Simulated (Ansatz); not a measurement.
Levels about the gap of amorphous Ge$_{24}$Se$_{36}$ (60 atoms in a cell of 1614 Å³, 4.72 g/cm³; zone centre alone, so wide bands show as single levels with stretches between that a denser mesh fills), at the geometry that PBE-D3(BJ) relaxed, where it gives 0.0 GPa on a denser mesh. The participation number counts the atoms over which a state spreads; weights are charges in smoothed Voronoi cells. The levels come from a single point, so bond lengths are those of that geometry. Method of the levels: PBE-D3(BJ), scalar-relativistic without spin-orbit coupling, PAW (Ansatz default set, large-core Se) (Ansatz, a quantum-chemistry and plane-wave program). Sampling: the zone centre alone; Fermi-Dirac width 0.05 eV; no spin polarisation.

The cell was made by melting and quenching with the CHGNet potential and then relaxed with DFT. The hot cell started wider than the set density and was brought back towards it in steps. It is the lowest in DFT energy of 4 quenches. It is a model cell: composition and starting density were chosen by hand, and all elements were melted together. The geometry includes D3(BJ) dispersion. A short ab initio anneal came between quench and relaxation. Its density started from a set value of 4.19 and ended at 4.72 g/cm³. Cooling (nominally 120 K/ps over its main leg) ran many orders faster than in experiment, which tends to leave more defects and strain. A cell of this size samples the disorder only roughly. Volume and shape were free in the relaxation. On a 2×2×2 Γ-centred mesh force components of up to 0.16 eV/Å stay, since the relaxation ran on one k-point at (1/4, 1/4, 1/4).

```
E - E(highest filled), eV  filling  participation number        largest on  weight Se  weight Ge
-------------------------  -------  --------------------  ----------------  ---------  ---------
-0.53                       filled                  13.4  Se, 2 neighbours       0.78       0.22
-0.49                       filled                  22.5  Se, 3 neighbours       0.77       0.23
-0.45                       filled                  26.7  Se, 2 neighbours       0.82       0.18
-0.31                       filled                  22.5  Se, 2 neighbours       0.74       0.26
-0.26                       filled                  25.8  Se, 3 neighbours       0.78       0.22
-0.06                       filled                  21.9  Se, 3 neighbours       0.72       0.28
0.00                        filled                  21.6  Se, 2 neighbours       0.73       0.27
0.68                         empty                  14.4  Ge, 4 neighbours       0.70       0.30
0.81                         empty                  22.9  Se, 2 neighbours       0.66       0.34
0.88                         empty                  33.1  Se, 3 neighbours       0.63       0.37
0.99                         empty                  23.5  Se, 2 neighbours       0.64       0.36
1.11                         empty                  12.9  Se, 2 neighbours       0.67       0.33
1.18                         empty                  41.1  Se, 3 neighbours       0.59       0.41
1.25                         empty                  34.6  Ge, 3 neighbours       0.58       0.42
```

Most localised among these is the empty level at +1.11 eV, on a Se atom, which has 2 neighbours (Ge 2.40 Å, Ge 2.41 Å).
